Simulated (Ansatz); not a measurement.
The reference is Ru in the hcp (Mg type) structure (space group P6_3/mmc, No. 194; a = 2.692 Å, c = 4.246 Å).

Structures relaxed with Ansatz (an electronic-structure program), PBEsol, PAW, cutoff 420 eV, scalar-relativistic without spin-orbit coupling.

Base:

Simulated powder pattern, Cu Kα1, λ = 1.54056 Å (kinematic, ideal powder, no thermal factors, no anomalous dispersion; the 14 strongest lines at most, above 2 %, up to 2θ = 90°):

```csv
2θ (°),I/Imax (%),hkl
38.59,25,(100)
42.55,25,(002)
44.29,100,(101)
58.78,14,(102)
69.82,16,(110)
79.10,17,(103)
82.73,2.6,(200)
85.32,19,(112)
86.52,14,(201)
```

After one change:

Simulated powder pattern, Cu Kα1, λ = 1.54056 Å (kinematic, ideal powder, no thermal factors, no anomalous dispersion; the 14 strongest lines at most, above 2 %, up to 2θ = 90°):

```json
[
 {"2θ (°)": "38.86", "I/Imax (%)": "25"},
 {"2θ (°)": "42.81", "I/Imax (%)": "25"},
 {"2θ (°)": "44.60", "I/Imax (%)": "100"},
 {"2θ (°)": "59.19", "I/Imax (%)": "14"},
 {"2θ (°)": "70.36", "I/Imax (%)": "16"},
 {"2θ (°)": "79.67", "I/Imax (%)": "17"},
 {"2θ (°)": "83.41", "I/Imax (%)": "2.6"},
 {"2θ (°)": "86.01", "I/Imax (%)": "19"},
 {"2θ (°)": "87.24", "I/Imax (%)": "14"}
]
```

**Question.** Which of these changes matches the shifts?
(A) pressure 7 GPa
(B) pressure 30 GPa
(C) pressure 15 GPa
(D) pressure 50 GPa

**Answer.** A, pressure 7 GPa. Its volume per atom is 13.07 Å³ against 13.32 Å³, and its space group is P6_3/mmc (No. 194).

Load acts through the strain it causes; cell and atoms are relaxed under it. Whether these cells are dynamically stable was not tested. No other phases were tried under pressure. The final runs are not spin-polarised.
